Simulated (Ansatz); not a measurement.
An Ansatz (an electronic-structure program) input (Ansatz, r2SCAN, PAW, cutoff 500 eV, no SOC, earlier PAW set):

Ansatz 0.2 input:
```yaml
crystal:
  lattice:
    - [3.9892791152, 0, 0]
    - [0, 4.1831580802, 0]
    - [0, 0, 3.9892791152]
  atoms:
    - { symbol: K, position: [0, 0, 0] }
    - { symbol: Ta, position: [0.5, 0.5, 0.5] }
    - { symbol: O, position: [0, 0.5, 0.5] }
    - { symbol: O, position: [0.5, 0.5, 0] }
    - { symbol: O, position: [0.5, 0, 0.5] }
basis: { ecutwfc: 500, ecutrho_ratio: 4, xc_grid: 4, fft_grid_basis: typed }
kpoints: { mp_grid: { grid: [8, 8, 8] } }
hamiltonian:
  xc: r2scan
  dispersion: none
  pseudopotentials: { azcp: { folder: ./paw }, kind: paw }
scf: { occupations: { method: fermi_dirac, width: 0.05 }, convergence: { dr2_threshold: 0.0000000005 } }
relax: { f_tol: 0.005, max_steps: 50 }
output: { forces: true, stress: true }
checkpoint: { write: state.ck, write_every: 1000 }
```

Problem. Which symmetry and how many k-points will the program report, and about how many plane waves at Γ?

Solution. Space group P4/mmm (ITA 123) with 16 operations, k-points 75 of 512, and 1687 plane waves at Γ.

Problem. And the final pressure?

Solution. -8.20 GPa (compression positive).

The cells carry an imposed strain or load. Whether these cells are dynamically stable was not tested. The cell was made from KTaO3 in the cubic perovskite structure (space group Pm-3m, No. 221) by this change: uniaxial strain ε_yy = +4.86 %.
